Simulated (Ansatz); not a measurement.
Structures of equal composition on the (110) surface of bcc Mo: a layer of Ir in place of the second plane; a layer of Ir in place of the third plane. The slabs share one bottom face, and each structure is named by its start. These are constructed structures in small cells; real faces may alloy, dewet or reconstruct in larger ones, and not all known structures of the face are among them. Slabs of about 11 Å, Fermi-Dirac smearing of 0.1 eV. Bottom of the slabs: a bare face, its two planes held. Relaxed from the named starts with such symmetry as they have, on meshes of like density; energies extrapolated to zero smearing; spin only where a row says so; no spin-orbit coupling, no U. Brackets mark spin-polarised runs, whose order is one that fits the cell.

Method: PBE (plane waves to 420 eV, PAW; Ansatz, a program for electronic structure).

Question: Rank these by energy per 1x1 cell (lowest first), as PBE gives it.

Answer: a layer of Ir in place of the third plane (0.000 eV), a layer of Ir in place of the second plane (0.162 eV)
